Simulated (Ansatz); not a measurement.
BP (Imm2), r2SCAN with spin-orbit coupling, rigid bands (Ansatz, a quantum-chemistry and plane-wave program): Condition of this run: uniaxial stress along [110] of -20 GPa (compression positive) (the target of the relaxation). band gap 0.49 eV, N_c = 1.59e19 cm⁻³ and N_v = 3.93e18 cm⁻³ at 300 K, conductivity masses along z (a = (0.07, 2.33, 2.23) Å; b = (2.33, 0.07, 2.23) Å; c = (2.40, 2.40, 0.00) Å) of 2.32 mₑ (electrons) and 0.396 mₑ (holes). Take k_BT = 0.02585 eV.

Question: What built-in voltage has an abrupt junction with N_A = 1e16 and N_D = 1e17 cm⁻³, all dopants ionised?

Answer: V_bi = E_g/e − (k_BT/e) ln(N_c N_v/(N_A N_D)) = 0.49 − 0.02585 × 11.04 = 0.20 V. It follows the computed gap one for one.

Question: What thermal injection velocity √(2k_BT/πm) limits a ballistic channel along the direction named?

Answer: 3.53e6 cm/s for electrons and 8.55e6 cm/s for holes, a ratio of √(m_h/m_e) = 0.413, for dilute carriers.

Question: Find the intrinsic carrier density and the intrinsic Fermi level.

Answer: n_i = √(N_c N_v) exp(−E_g/2k_BT) = 7.90e18 × exp(−9.48) = 6.1e14 cm⁻³. The level lies (k_BT/2) ln(N_v/N_c) = -18 meV from mid-gap (positive towards the conduction band). Each 0.1 eV added to the gap lowers n_i by a factor of 6.9.

Rigid, parabolic bands with the computed gap; masses take one relaxation time for all states. Geometry: cell and atoms relaxed with PBEsol.
